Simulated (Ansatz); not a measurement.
Consider LiTaS₂ (space group P6_3/mmc, No. 194; a cell from a computed database, its experimental status unchecked).

```yaml
crystal:
  lattice:
    - [3.34840, 0.00000, 0.00000]
    - [-1.67420, 2.89980, 0.00000]
    - [0.00000, 0.00000, 12.91565]
  atoms:
    - { symbol: Li, position: [0.00000, 0.00000, 0.50000] }
    - { symbol: Li, position: [0.00000, 0.00000, 0.00000] }
    - { symbol: Ta, position: [0.00000, 0.00000, 0.75000] }
    - { symbol: Ta, position: [0.00000, 0.00000, 0.25000] }
    - { symbol: S, position: [0.66667, 0.33333, 0.62828] }
    - { symbol: S, position: [0.33333, 0.66667, 0.37172] }
    - { symbol: S, position: [0.33333, 0.66667, 0.12828] }
    - { symbol: S, position: [0.66667, 0.33333, 0.87172] }
```

All numbers come from r2SCAN/PAW in Ansatz (an electronic-structure program), no spin-orbit coupling, earlier PAW set.

Before the change:

- Smallest direct gap = 1.76 eV
- Band gap = 0.87 eV

The change: a hydrostatic pressure of 9 GPa.

Q: Estimate the effect on the smallest direct gap and band gap.

A: The smallest direct gap increases by 0.03 eV to 1.79 eV; the band gap hardly moves (0.87 eV against 0.86 eV).

With Ta present, leaving out spin-orbit coupling can change the band edges. Load acts through the strain it causes; cell and atoms are relaxed under it. Stability against distortions was not tested. Competing high-pressure phases were not computed.
